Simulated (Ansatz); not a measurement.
The reference is SiO₂ (space group P4_12_12, No. 92; a = 5.029 Å, c = 7.011 Å).

Calculations: plane-wave PAW DFT at the PBEsol level (Ansatz, an electronic-structure program, 420 eV), no spin-orbit coupling, earlier PAW set.

One change was made to it. Results:

The band gap becomes zero (base: 5.57 eV); the shortest interatomic distance rises by 0.130 Å (1.619 Å → 1.749 Å).

**Question.** Which of these changes matches the shifts?
(A) Si → Te
(B) O → S
(C) Si → Cr

**Answer.** C, Si → Cr. For comparison, the band gap in the other runs: O → S gives 2.10 eV; Si → Te gives 2.88 eV.

With Te present, leaving out spin-orbit coupling can change the band edges. Whether these cells are dynamically stable was not tested. As relaxed here, CrO2 and SiS2 are hypothetical phases, not in the database extracts checked. No Hubbard U is applied and the magnetic state is the run's own (CrO2 ferromagnetic); other magnetic orders, which need larger cells, were not tried and can change the gap.
